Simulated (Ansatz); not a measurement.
The parent structure is Os in the hcp (Mg type) structure (space group P6_3/mmc, No. 194; a = 2.729 Å, c = 4.306 Å).

All numbers come from plane-wave PAW DFT at the PBEsol level (Ansatz, a program for electronic structure, 420 eV), scalar-relativistic without spin-orbit coupling.

One change was made to it. Results:

The shortest interatomic distance increases by 0.062 Å, from 2.668 Å to 2.730 Å; the c/a ratio goes up by 0.037 (1.578 → 1.615).

### Question
Name the change that was made.
A) Os → Ru
B) Os → Re
C) Os → Rh

### Answer
B, Os → Re. For comparison, the shortest interatomic distance in the other runs: Os → Rh gives 2.665 Å; Os → Ru gives 2.631 Å.

Whether these cells are dynamically stable was not tested. For Rh in this form, whether it has been made was not checked. The final runs are not spin-polarised. Rh has a high density of states at the Fermi level and may be magnetic at this level. This is not the structure that Rh has at room temperature and ambient pressure.
